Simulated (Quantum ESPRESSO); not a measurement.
## Pressure against volume in AlB2-type ZrB2 (space group 191) (Quantum ESPRESSO, PBEsol)

```
ZrB2
1.0
    3.07796     0.00000     0.00000
   -1.53898     2.66559     0.00000
    0.00000     0.00000     3.42751
Zr B
1 2
Direct
  0.00000   0.00000   0.00000
  0.66667   0.33333   0.50000
  0.33333   0.66667   0.50000
```

Method of the run: PBEsol, GBRV 1.5 ultrasoft (PBESOL) pseudopotentials (plane waves; Quantum ESPRESSO 7.5). Settings: ecutwfc = 52 Ry; ecutrho = 416 Ry; occupations = smearing; smearing = fermi-dirac; degauss = 0.0036749 Ry; potentials = {Zr: zr_pbesol_v1.uspp.F.UPF, B: b_pbesol_v1.4.uspp.F.UPF}; K_POINTS = automatic 21 21 17 0 0 0; conv_thr = 1e-10 Ry; mixing_beta = 0.4. The cell above is the first row's. The rows scale it uniformly. In all rows fractional positions and the k mesh are held.

```
V (Å^3/atom)  P (GPa)
------------  -------
9.374           20.75
9.578           13.97
9.781            7.83
9.985            2.28
10.189          -2.76
10.393          -7.31
10.596         -11.45
10.800         -15.19
11.004              ?
```

Taking a cubic for P over the 8 complete rows: With u = V - 10.1, the rows have u = -0.7260, -0.5220, -0.3190, -0.1150, 0.0890, 0.2930, 0.4960, 0.7000. Least squares gives P = -0.627 - 24.5224·u + 6.0259·u² - 1.0389·u³. Residuals (row less fit): 0.000, 0.007, -0.013, 0.006, 0.002, 0.011, -0.016, 0.006; standard error 0.013 (degrees of freedom: 4). The fitted pressure is zero at V0 = 10.07, where dP/dV = -24.83, so B0 = -V0·dP/dV = 250 GPa.

What does the fit predict for P at V = 11.004, and how far is the calculated value from it?

u = 0.9040, so P = -0.627 - 24.5224 × 0.9040 + 6.0259 × 0.9040² - 1.0389 × 0.9040³ = -18.638 GPa. The calculation gives -18.58 GPa, 0.058 GPa above the prediction (0.1 % of the range of P in the table). The row lies outside the fitted rows, so this is an extrapolation. From the scatter of the fitted rows alone, a prediction at this place has a standard error of 0.034 GPa, so the miss is 1.7 times that.

Carrying the step between the two nearest rows on in a straight line would have given -18.93, off by 0.35; series whose last step already gives the withheld value aren't shown. The scan was laid around a cell of about the measured size, scaled by a guess for this functional; axis ratios and inner coordinates come from that cell. The runs keep the symmetry of the cell, so they don't test it for distortions. The shape of the cell and the inner coordinates aren't relaxed, so V0 and B0 belong to this uniform scaling; a relaxed crystal lies no higher in energy and is usually softer. Cutoffs and mesh are single choices, not tested for convergence of this quantity. Series with a scatter that would blur these digits, or in which a gap closes, are not shown.
